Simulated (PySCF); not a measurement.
PySCF 2.14.0, WB97X/def2-svp, df: trigermane ([GeH3][GeH2][GeH3]), 11 atoms. The geometry is a generated start, not checked to be a minimum at this level.

- task = energy
- method = wb97x
- basis = def2-svp
- two-electron scheme = density fitting
- mol.max_memory = 3000 MB
- mf.max_cycle = 100
- mf.conv_tol = 1e-09 (default)
- mf.grids.level = 3 (default)
- basis functions = 136
- grid points = 140384

```xyz
11

Ge     1.9088     0.7062    -0.0060
Ge     0.1640    -0.9114    -0.1182
Ge    -2.0393    -0.0468     0.1069
H      3.2956     0.1468    -0.1366
H      1.8040     1.7516    -1.0818
H      1.9217     1.4789     1.2832
H      0.4136    -1.9989     0.9019
H      0.2827    -1.6664    -1.4235
H     -2.4065     0.8759    -1.0166
H     -2.2358     0.7619     1.3591
H     -3.1088    -1.0978     0.1316
```

With the defaults (mf.diis = true, mf.level_shift = 0, mf.damp = 0, mf.diis_start_cycle = 1, mf.diis_space = 8, mf.DIIS = CDIIS, mf.init_guess = minao) it converges in 11 Fock builds. One run each on 2 threads, 1 BLAS thread, with these changes:
- mf.level_shift = 0.1 Hartree
- mf.diis = false, mf.damp = 0.7, mf.diis_start_cycle = 999
- mf.diis_space = 5
- mf.diis_space = 20
- mf.diis = false
- mf.damp = 0.7, mf.diis_start_cycle = 8
- mf.damp = 0.3, mf.diis_start_cycle = 4
- mf.DIIS = EDIIS
- mf.init_guess = atom

Q: Which runs fail or end elsewhere than the default run?

A: No convergence: mf.diis = false (the run ends without SCF convergence in 100 cycles). The rest reach the solution of the defaults.

```json
[
 {"setting": "the defaults", "Fock builds": "11", "end": "same solution"},
 {"setting": "mf.diis_space = 5", "Fock builds": "11", "end": "same solution"},
 {"setting": "mf.init_guess = atom", "Fock builds": "11", "end": "same solution"},
 {"setting": "mf.diis_space = 20", "Fock builds": "11", "end": "same solution"},
 {"setting": "mf.level_shift = 0.1 Hartree", "Fock builds": "12", "end": "same solution"},
 {"setting": "mf.damp = 0.3, mf.diis_start_cycle = 4", "Fock builds": "12", "end": "same solution"},
 {"setting": "mf.damp = 0.7, mf.diis_start_cycle = 8", "Fock builds": "15", "end": "same solution"},
 {"setting": "mf.diis = false, mf.damp = 0.7, mf.diis_start_cycle = 999", "Fock builds": "36", "end": "same solution"},
 {"setting": "mf.DIIS = EDIIS", "Fock builds": "49", "end": "same solution"},
 {"setting": "mf.diis = false", "Fock builds": "101", "end": "no convergence"}
]
```
